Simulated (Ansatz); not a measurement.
Hops of point defects in silicon, each between lowest sites run for its defect: PBE bands (Ansatz, a first-principles code, plane waves to 420 eV, PAW, climbing-image NEB) beside the CHGNet universal potential on its own band (it has no charge state). Static nuclei, no finite-size correction. The rows are a random draw from the bands that converged and passed our checks of state and shape. Saddle orders were checked for a part of the study's bands only and are not shown. Vacancies start on their lattice site; split forms were not set up. Charge states are imposed. Spin-orbit coupling is left out.

| Row | Defect | Route | Hop (Å) | Cell and PBE mesh | CHGNet k-points | PBE barrier x (eV) | CHGNet barrier y (eV) |
|---|---|---|---|---|---|---|---|
| 1 | interstitial Ag, charge +1 | Ag moves farthest | 2.36 | 64 sites, 2×2×2 shifted | none | 0.37 | 0.11 |
| 2 | interstitial C, charge 0 | C moves farthest | 1.41 | 64 sites, 2×2×2 shifted | none | 0.46 | 0.45 |
| 3 | interstitial Ca, charge +2 | Ca moves farthest | 2.35 | 64 sites, 2×2×2 shifted | none | 1.56 | 0.98 |
| 4 | interstitial Au, charge +1 | Au moves farthest | 1.93 | 64 sites, 2×2×2 shifted | none | 0.09 | 0.18 |
| 5 | interstitial Li, charge +1 | Li moves farthest | 2.36 | 64 sites, 2×2×2 shifted | none | 0.60 | 0.21 |
| 6 | Ga-vacancy pair (Ga on Si, Si vacant), charge +1 | Ga changes places with the vacancy (Ga-vacancy distance between ideal sites 2.37 Å throughout) | 2.78 | 64 sites, 2×2×2 shifted | none | 0.27 | 0.42 |
| 7 | interstitial P, charge -1 | P moves farthest | 1.26 | 64 sites, 2×2×2 shifted | none | 0.10 | ? |

Question: Fit a straight line y = a x + b to rows 1 to 6, predict row 7, and compare with the computed value.

Answer: Means: x̄ = 0.558, ȳ = 0.392 eV. Sums: Sxx = 1.353, Sxy = 0.720 eV². So a = Sxy/Sxx = 0.532 and b = ȳ − a x̄ = 0.095 eV, with a scatter of 0.18 eV about the line. Row 7: 0.532 × 0.10 + 0.095 ≈ 0.15 eV. The computed CHGNet value is 0.02 eV, -0.13 eV from the line, within the scatter. The line only summarises these rows of one host.
